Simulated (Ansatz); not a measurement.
**YN under a change: biaxial strain −1.87 %, plane normal [001], relaxed out of plane**

Take YN in the rock salt structure (space group Fm-3m, No. 225; a = 4.856 Å) as the base. Axes: x, y, z lie along the cube axes.

The change: compressive biaxial strain of 1.87 % in the plane normal to [001], as in epitaxy on a mismatched substrate; the out-of-plane cell vector and the atoms relax.

All numbers come from PBEsol/PAW in Ansatz (an electronic-structure program), no spin-orbit coupling. Settings: 12×12×12 k-points, 0.05 eV Fermi–Dirac smearing.

```json
[
 {"quantity": "volume per atom", "base": "14.31 Å³", "changed": "13.91 Å³", "shift": "-0.40 Å³"},
 {"quantity": "space group", "base": "Fm-3m (No. 225)", "changed": "I4/mmm (No. 139)", "shift": "–"},
 {"quantity": "shortest interatomic distance", "base": "2.428 Å", "changed": "2.383 Å", "shift": "-0.045 Å"},
 {"quantity": "energy relative to the base (free energy F)", "base": "0 meV/atom", "changed": "+13 meV/atom", "shift": "+13 meV/atom"},
 {"quantity": "pressure (mean of the normal stresses, compression positive)", "base": "0.0 GPa", "changed": "5.5 GPa", "shift": "+5.5 GPa"},
 {"quantity": "band gap", "base": "0.08 eV", "changed": "zero", "shift": "–"},
 {"quantity": "out-of-plane strain (rough)", "base": "–", "changed": "+0.92 %", "shift": "–"},
 {"quantity": "mean in-plane stress (compression positive) (rough)", "base": "–", "changed": "+8.3 GPa", "shift": "–"}
]
```

Final structure (turned so that z lies along the plane normal):

```
YN
1.0
    3.36961     0.00000     0.00000
    0.00000     3.36961     0.00000
    1.68481    -1.68481     2.45053
N Y
1 1
Direct
  0.00000   0.00000   0.00000
  0.50000   0.50000   0.00000
```

Cost of the whole job for the changed cell (relaxation, final SCF and bands): about 23 core-seconds (a rough figure).

A case with no gap was solved on a k-mesh chosen for an insulator, which is coarse for it. Without a gap, meshes like the base's 12×12×12 leave anisotropic stresses uncertain by several tenths of a GPa, and small strain energies with them. No phonon test of stability was made. All final runs are without spin polarisation. A zero or small gap of YN can be the functional's error rather than a property of the material.
